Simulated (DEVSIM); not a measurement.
Device: Ti/HfO2/SiO2/p-Si capacitor, at 300 K.

```csv
layer (left to right),material,thickness (nm),Na (cm⁻³)
1,HfO2,3.40,-
2,SiO2,0.620,-
3,Si,4000,2.1e16
```

Metal gate on the left, work function 4.33 eV. Fixed charge at the semiconductor interface 0 cm⁻² (in units of +e); no interface traps.

The device is made up for the run: typed textbook-type constants, with dimensions and the other settings drawn at random. Values at 300 K.

```
parameter      HfO2  SiO2       Si
-------------  ----  ----  -------
gap (eV)        5.7     9    1.124
affinity (eV)   2.5   0.9     4.05
permittivity     22   3.9     11.7
Nc (cm⁻³)         -     -  2.86e19
Nv (cm⁻³)         -     -   3.1e19
```

Model (solved in DEVSIM): 1D Poisson equation in equilibrium, Boltzmann statistics, complete ionisation; no quantum confinement or tunnelling. Metal contacts follow the ideal Schottky-Mott rule: no Fermi-level pinning, no interface dipoles.

The substrate doping was swept, all else fixed.

```csv
substrate doping (cm^-3),minimum of the low-frequency capacitance (μF/cm²),flat-band voltage (V),threshold voltage (band bending 2φF) (V)
1e15,0.0137,-0.58,0.02
2.1e15,0.0193,-0.60,0.04
4.2e15,0.0266,-0.61,0.06
1e16,0.0380,-0.64,0.09
2.1e16,0.0532,-0.66,0.12
4.2e16,0.0736,-0.67,0.15
```

From the first row to the last the minimum of the low-frequency capacitance goes from 0.0137 to 0.0736. From the first row to the last the flat-band voltage goes from -0.58 to -0.67.
